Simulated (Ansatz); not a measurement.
The parent structure is Mg in the hcp (Mg type) structure (space group P6_3/mmc, No. 194; relaxed with 0.1 eV smearing).

```xyz
2
Lattice="3.1751 0.0000 0.0000 -1.5876 2.7497 0.0000 0.0000 0.0000 5.1628" Properties=species:S:1:pos:R:3 pbc="T T T"
Mg     1.5876     0.9166     1.2907
Mg     0.0000     1.8332     3.8721
```

Cartesian axes are those of the cell as printed.

Level of theory: Kohn–Sham DFT with the PBEsol functional, run in Ansatz (a first-principles code) with PAW and 420 eV plane waves, no SOC.

Perturbation: tensor shear ε_xz = +2.00 % (engineering shear γ = 0.0400); the atoms relax in the strained cell.

Problem. Predict the stress tensor and what it implies for the stiffness.

Solution. Stress of the strained cell less that of the base (GPa, compression positive):
```
    0.0     0.0    -0.7
    0.0     0.0     0.0
   -0.7     0.0     0.1
```

Then −Δσ/γ with γ = 2ε = 0.0400 gives secant stiffness values (nonlinear terms included at this strain): C55 ≈ 18 GPa.

Stability against distortions was not tested.
